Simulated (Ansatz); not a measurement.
**Re under a change: 4 layers**

The parent structure is Re in the hcp (Mg type) structure (space group P6_3/mmc, No. 194; a = 2.7579 Å, c = 4.4628 Å). Axes: x lies along a and z along c of the hexagonal cell.

One thing is altered: a free-standing slab of 4 layers (4 atoms, 1 a layer) is cut normal to the z axis, with 15 Å of vacuum and the in-plane cell held at bulk.

Calculations: Ansatz (a program for electronic structure), r2SCAN, PAW, cutoff 500 eV, spin-orbit coupling left out. k-mesh 19×19×1 (Γ-centred); smearing 0.05 eV (Fermi–Dirac), for the changed cell.

The layer's space group (with vacuum) comes out as P-3m1 (No. 164) and the shortest interatomic distance falls by 0.119 Å (2.741 Å → 2.622 Å). The band gap is still zero and the excess energy per area of both faces (slab less bulk energy over the cell's area: twice a surface energy) amounts to 5.4 J/m² (uncertain by up to 0.10 J/m²). The change of the spacing d12 from its bulk value of 2.231 Å amounts to -6.7 % and the change of the spacing d23 from its bulk value of 2.231 Å comes out as +4.6 %.

Final structure:

```
Re
1.0
    2.75787     0.00000     0.00000
    1.37894     2.38839     0.00000
    0.00000     0.00000    21.69427
Re
4
Cartesian
  2.75787   1.59226   7.59743
  1.37894   0.79613   9.68043
  2.75787   1.59226  12.01384
  1.37894   0.79613  14.09684
```

Cost of the whole job for the changed cell (relaxation, final SCF and bands): around 70 core-seconds (rough).

The excess energy carries the mismatch between the slab's and the bulk's meshes. No phonon test of stability was made. All final runs are without spin polarisation.
